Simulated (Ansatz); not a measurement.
SiC (P6_3mc) under biaxial stress xx = yy (compression positive): hole mass along z by PBEsol with spin-orbit coupling, rigid bands (plane waves, PAW; Ansatz, a program for electronic structure). The unloaded cell, whose axes the loads refer to:

Space group P6₃mc (No. 186); a = 3.076 Å, b = 3.076 Å, c = 5.048 Å, α = 90.00°, β = 90.00°, γ = 120.00°

| atom | site | symmetry | x | y | z |
|---|---|---|---|---|---|
| Si | 2b | 3m. | 0.3333 | 0.6667 | 0.4996 |
| C | 2b | 3m. | 0.6667 | 0.3333 | 0.3754 |

```json
[
 {"biaxial stress xx = yy (compression positive) (GPa)": "-2", "volume per atom (Å³)": "10.40", "hole mass along z (mₑ)": "1.41"},
 {"biaxial stress xx = yy (compression positive) (GPa)": "-1", "volume per atom (Å³)": "10.37", "hole mass along z (mₑ)": "1.46"},
 {"biaxial stress xx = yy (compression positive) (GPa)": "0", "volume per atom (Å³)": "10.34", "hole mass along z (mₑ)": "1.49"},
 {"biaxial stress xx = yy (compression positive) (GPa)": "1", "volume per atom (Å³)": "10.31", "hole mass along z (mₑ)": "1.51"},
 {"biaxial stress xx = yy (compression positive) (GPa)": "2", "volume per atom (Å³)": "10.28", "hole mass along z (mₑ)": "?"}
]
```

Q: Fit a straight line to ln(hole mass along z) against the load over the rows given, and predict the row at 2 GPa.

A: The means are x̄ = -0.500 GPa and ȳ = 0.3832; Σ(x − x̄)(y − ȳ) = 0.1129 and Σ(x − x̄)² = 5.000, so the slope is 2.26 % per GPa, and the rows given lie within 0.65 % of the line. At 2 GPa the line gives 1.55 mₑ; the calculation gives 1.53 mₑ, 1.5 % from it.

Masses are for dilute carriers at 300 K, harmonic means over directions unless an axis is named. Stresses and pressures are the targets of the relaxation. The structure type is held at every load. Geometry: cell and atoms relaxed with PBEsol.
